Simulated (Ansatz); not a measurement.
**A computed series for hypothetical rock salt AsP: response to strain**

Start from AsP in the rock salt structure (space group Fm-3m, No. 225; a = 5.171 Å; a hypothetical phase, not in the database extracts checked; relaxed with 0.1 eV smearing). Axes: x, y, z lie along the cube axes.

Strains are applied to the cell and any free atomic positions relax; under biaxial strain the out-of-plane vector relaxes too; under stress the whole cell relaxes.

Computed with r2SCAN (Ansatz, an electronic-structure program; PAW; 500 eV plane waves; without spin-orbit coupling).

Notes on the quantities. energy relative to the base: free energy F; pressure: mean of the normal stresses, compression positive.

```csv
variant,energy relative to the base,pressure,volume per atom,space group
base,0 meV/atom,0.0 GPa,17.29 Å³,Fm-3m (No. 225)
"biaxial strain −4.13 %, plane normal [001], relaxed out of plane",+52 meV/atom,8.6 GPa,16.08 Å³,I4/mmm (No. 139)
"biaxial strain −2.42 %, plane normal [111], relaxed out of plane",+12 meV/atom,3.3 GPa,16.75 Å³,R-3m (No. 166)
"biaxial strain +1.49 %, plane normal [111], relaxed out of plane",+4.2 meV/atom,-1.7 GPa,17.61 Å³,R-3m (No. 166)
isotropic strain −4.85 %,+129 meV/atom,19.7 GPa,14.89 Å³,Fm-3m (No. 225)
uniaxial strain ε_xx = −0.37 %,+0.2 meV/atom,0.4 GPa,17.22 Å³,I4/mmm (No. 139)
uniaxial strain ε_xx = +1.47 %,+2.6 meV/atom,-1.3 GPa,17.54 Å³,I4/mmm (No. 139)
uniaxial strain ε_yy = +3.20 %,+11 meV/atom,-2.7 GPa,17.84 Å³,I4/mmm (No. 139)
"uniaxial stress, 2 GPa compression along x",+0.9 meV/atom,–,17.17 Å³,I4/mmm (No. 139)
tensor shear ε_yz = −0.92 %,+1.0 meV/atom,0.0 GPa,17.29 Å³,Immm (No. 71)
```

Stability under load was not tested beyond the relaxation. The final runs are not spin-polarised.
